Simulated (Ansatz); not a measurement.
Consider the following.

```
Os
1.0
    2.69583     0.00000     0.00000
   -1.34791     2.33466     0.00000
    0.00000     0.00000     4.27439
Os
2
Cartesian
  0.00000   1.55644   1.06860
  1.34791   0.77822   3.20579
```

Level of theory: PBEsol with spin-orbit coupling, rigid bands (plane waves, PAW; Ansatz, a first-principles code). Condition of this run: hydrostatic pressure 15 GPa with spin-orbit coupling (the target of the relaxation). Geometry: cell and atoms relaxed with PBEsol, then loaded as said.

**Question.** Predict the product ρ₀λ of resistivity and mean free path that follows from the Fermi surface's area.

**Answer.** 6.6 (x), 6.6 (y), 4.4 (z) ×10⁻¹⁶ Ω·m².

**Question.** And the Drude plasma energy and the root-mean-square Fermi velocity at 300 K?

**Answer.** 7.9 (x), 7.9 (y), 9.3 (z) eV; 8.0e5 m/s.

A metal at this level (no band gap); rigid bands, thermally averaged at 300 K, both spins. τ is one relaxation time for all states; the product of resistivity and mean free path takes one path for all states instead.
